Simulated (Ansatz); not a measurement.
## Lattice parameter c of PbTe (model structure, started from the litharge type, P4/nmm, No. 129, 4 atoms in the cell) at several levels of theory

No measured value is used here.

```csv
level (code),value (Å)
LDA (Ansatz),3.985
PBE (Ansatz),4.314
PBEsol (Ansatz),4.038
PBE-D3(BJ) (Ansatz),(withheld)
r²SCAN (Ansatz),4.363
r²SCAN+rVV10 (Ansatz),(withheld)
```

Problem. What belongs in the gaps?

Solution. 
- PBE-D3(BJ) (Ansatz, a program for electronic structure), value (Å): 4.045
- r²SCAN+rVV10 (Ansatz), value (Å): 4.237

Density-functional levels without +SOC have no spin–orbit coupling. PBE-D3(BJ): a distance lies near a switch of the dispersion term, which can move the cell. Cutoffs differ between the levels. Ansatz's density-functional and Hartree–Fock values are scalar-relativistic unless marked +SOC, with PAW data made under PBE.

A model structure was made by putting elements into a prototype or built by hand; it is no filed structure, need not be a known phase, and can be a saddle point held by its symmetry.
